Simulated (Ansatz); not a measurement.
Consider ZrSe$_{2}$ in the CdI2 type structure (space group P-3m1, No. 164; a = 3.735 Å, c = 6.032 Å; layered, stacked along the Cartesian z axis).

Level of theory: PBE-D3(BJ), PAW, 420 eV (Ansatz, a first-principles code; spin-orbit coupling left out).

Base values:

```
Property   Result
--------  -------
Pressure  0.0 GPa
```

Modification: every lattice vector is shortened by 2.50 %, atoms relaxed at fixed cell.

**Question.** What does the calculation give for the pressure, largest internal atomic displacement and energy relative to the base after the change?

**Answer.** The pressure (mean of the normal stresses, compression positive) goes from zero to 3.5 GPa; the largest internal atomic displacement amounts to 0.070 Å; the energy goes up by 18 meV/atom.

The cells carry an imposed strain or load. Whether these cells are dynamically stable was not tested. The final runs are not spin-polarised. Gaps under 0.05 eV, about the width of the smearing, are given as zero.
